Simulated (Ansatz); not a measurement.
Start from KBr in the rock salt structure (space group Fm-3m, No. 225; a = 6.549 Å). Axes: x, y, z lie along the cube axes.

Structures relaxed with PBEsol in Ansatz (plane waves to 420 eV, PAW, no SOC).

Base:

Simulated powder pattern, Cu Kα, λ = 1.54184 Å (kinematic, ideal powder, no thermal factors, no anomalous dispersion; the 8 strongest lines at most, above 2 %, up to 2θ = 90°):

```tsv
2θ (°)	I/Imax (%)	hkl
23.53	21	(111)
27.23	100	(200)
38.90	74	(220)
48.13	26	(222)
56.18	12	(400)
63.53	32	(420)
70.43	23	(422)
89.87	16	(442)
```

After one change:

Simulated powder pattern, Cu Kα, λ = 1.54184 Å (kinematic, ideal powder, no thermal factors, no anomalous dispersion; the 8 strongest lines at most, above 2 %, up to 2θ = 90°):

```
2θ (°)  I/Imax (%)
------  ----------
23.78           30
27.23          100
28.09           46
38.90           37
39.53           70
48.66           37
63.53           16
70.86           23
```

Q: Which of these changes matches the shifts?
A. uniaxial strain ε_zz = +0.50 %
B. uniaxial strain ε_zz = −2.00 %
C. uniaxial strain ε_zz = +1.50 %
D. uniaxial strain ε_zz = −3.00 %

A: D, uniaxial strain ε_zz = −3.00 %. Its volume per atom is 34.06 Å³ against 35.11 Å³, and its space group is I4/mmm (No. 139).

Whether these cells are dynamically stable was not tested.

Ansatz is a quantum-chemistry and plane-wave program.
